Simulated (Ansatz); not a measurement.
Levels about the gap of amorphous Si24C16N32 (72 atoms in a cell of 841 Å³, 2.59 g/cm³; zone centre alone, so wide bands show as single levels with stretches between that a denser mesh fills), at the geometry that PBE relaxed, where it gives 0.0 GPa on a denser mesh. Exact exchange is cut at the faces of this small cell, which leaves a finite-size error. The participation number counts the atoms over which a state spreads; weights are charges in smoothed Voronoi cells. The levels come from a single point, so bond lengths are those of that geometry. Method of the levels: HSE06, scalar-relativistic without spin-orbit coupling (Ansatz, a first-principles code). Sampling: the zone centre alone; Fermi-Dirac width 0.01 eV; collinear spin, started from moments on atoms (the moments died out).

A CHGNet melt-quench gave the starting glass, which DFT then relaxed. N atoms were pushed apart under 1.9 Å during the dynamics, to hinder bonds among them. The hot cell started wider than the set density and was brought back towards it in steps. It is the lowest in DFT energy of 2 quenches. It is a model cell: composition and starting density were chosen by hand, and all elements were melted together. No dispersion term was used. Its density started from a set value of 2.40 and ended at 2.59 g/cm³. Cooling (nominally 470 K/ps over its main leg) ran many orders faster than in experiment, which tends to leave more defects and strain. Values belong to this one cell and scatter from quench to quench. Volume and shape were free in the relaxation. On a 2×2×2 Γ-centred mesh force components of up to 0.23 eV/Å stay, since the relaxation ran on the zone centre alone.

```
E - E(highest filled), eV  filling  spin  participation number        largest on  weight N  weight C  weight Si
-------------------------  -------  ----  --------------------  ----------------  --------  --------  ---------
-0.97                       filled    dn                  19.8   N, 3 neighbours      0.51      0.32       0.17
-0.68                       filled    up                  23.5   C, 3 neighbours      0.43      0.42       0.15
-0.68                       filled    dn                  23.5   C, 3 neighbours      0.43      0.42       0.15
-0.47                       filled    up                  23.4   N, 2 neighbours      0.49      0.35       0.17
-0.47                       filled    dn                  23.4   N, 2 neighbours      0.49      0.35       0.17
0.00                        filled    dn                  12.0   C, 2 neighbours      0.45      0.37       0.18
0.00                        filled    up                  12.1   C, 2 neighbours      0.45      0.37       0.18
1.40                         empty    dn                  11.2   C, 3 neighbours      0.35      0.47       0.18
1.40                         empty    up                  11.2   C, 3 neighbours      0.35      0.47       0.18
1.61                         empty    up                  17.7  Si, 4 neighbours      0.38      0.30       0.32
1.61                         empty    dn                  17.7  Si, 4 neighbours      0.38      0.30       0.32
1.97                         empty    up                  17.9   C, 3 neighbours      0.35      0.33       0.32
1.97                         empty    dn                  17.9   C, 3 neighbours      0.35      0.33       0.32
2.10                         empty    up                  23.9  Si, 4 neighbours      0.34      0.31       0.35
```

Most localised among these is the empty level at +1.40 eV, on a C atom, which has 3 neighbours (N 1.33 Å, C 1.48 Å, Si 1.96 Å).
